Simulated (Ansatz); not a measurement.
Given:

```yaml
crystal:
  lattice:
    - [4.38524, 0.00000, 0.00000]
    - [0.00000, 4.38524, 0.00000]
    - [0.00000, 0.00000, 2.61305]
  atoms:
    - { symbol: Si, position: [0.00000, 0.00000, 0.00000] }
    - { symbol: Si, position: [0.50000, 0.50000, 0.50000] }
    - { symbol: O, position: [0.31281, 0.31281, 0.00000] }
    - { symbol: O, position: [0.81281, 0.18719, 0.50000] }
    - { symbol: O, position: [0.18719, 0.81281, 0.50000] }
    - { symbol: O, position: [0.68719, 0.68719, 0.00000] }
```

No spin polarisation.

All numbers come from r2SCAN (Ansatz, an electronic-structure program, PAW, without spin-orbit coupling). Settings: 8×8×12 k-points, 0.05 eV Fermi–Dirac smearing.

Q: Predict the valence-band top at Γ (three highest levels, from the VBM).

A: 0.00, -0.76, -0.76 eV.

Q: Estimate the gap character.

A: Direct at Γ.

Q: Predict the pressure (mean of the normal stresses, compression positive).

A: -12.07 GPa.

The cells carry an imposed strain or load. Whether these cells are dynamically stable was not tested. The cell was made from SiO2 in the rutile structure (space group P4_2/mnm, No. 136) by this change: biaxial strain +4.78 %, plane normal [001], relaxed out of plane.
